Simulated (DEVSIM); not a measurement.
Structure: CdTe p-n junction from an implanted or diffused profile, at 250 K.

| layer (left to right) | material | thickness (μm) | Nd (cm⁻³) | τn (s) | τp (s) |
|---|---|---|---|---|---|
| 1 | CdTe | 4.60 | 8.3e16 | 1.4e-9 | 1.4e-9 |

Added acceptor profile: 3.2e18 cm⁻³ × exp(−(x − 0 μm)²/(2·(0.023 μm)²)). Left contact: ohmic. Right contact: ohmic. Voltage is applied to the left contact. Recombination: SRH at mid-gap. Mobility is constant in doping. Where it depends on doping, it is μmin + (μ − μmin)/(1 + (N/Nref)^α).

Constants are typed, rounded textbook-type inputs, not results; the design itself was drawn at random and stands for no fabricated device. Values at 300 K; Nc and Nv go as T^1.5, mobilities as T to minus their exponent, the gap by Varshni's rule with the affinity fixed. The table also holds parameters that only a changed run uses.

| parameter | CdTe |
|---|---|
| gap (eV) | 1.5 |
| affinity (eV) | 4.28 |
| permittivity | 10.2 |
| Nc (cm⁻³) | 8e17 |
| Nv (cm⁻³) | 1.8e19 |
| μn (cm²/Vs) | 1000 |
| μp (cm²/Vs) | 80 |
| μn,min | 100 |
| μp,min | 10 |
| Nref,n | 1e17 |
| Nref,p | 1e17 |
| αn | 0.6 |
| αp | 0.6 |
| T exponent of μn | 1.7 |
| T exponent of μp | 1.5 |
| Cn (cm⁶/s) | 1e-30 |
| Cp (cm⁶/s) | 1e-30 |
| Varshni α (eV/K) | 0.00031 |
| Varshni β (K) | 108 |

Model (solved in DEVSIM): 1D drift-diffusion, Boltzmann statistics, complete ionisation; no tunnelling, impact ionisation, image-force lowering or self-heating.

Base results: dark forward voltage at 1 A/cm² (V) 1.178; dark forward voltage at 100 A/cm² (V) 1.283; potential step across the device at zero bias (V) 1.439.

Q: What follows from this one change: straggle of the profile 0.023 → 0.032 μm?

A: dark forward voltage at 1 A/cm² 1.178 → 1.183 V; dark forward voltage at 100 A/cm² 1.283 → 1.289 V; potential step across the device at zero bias little changed (1.439 V).

Q: What follows from this one change: temperature 250 → 500 K?

A: dark forward voltage at 1 A/cm² 1.178 → 0.693 V; dark forward voltage at 100 A/cm² 1.283 → 0.909 V; potential step across the device at zero bias 1.439 → 1.202 V.

Q: What follows from this one change: doping-dependent mobility in place of the constant one?

A: dark forward voltage at 1 A/cm² 1.178 → 1.204 V; dark forward voltage at 100 A/cm² 1.283 → 1.314 V; potential step across the device at zero bias little changed (1.439 V).
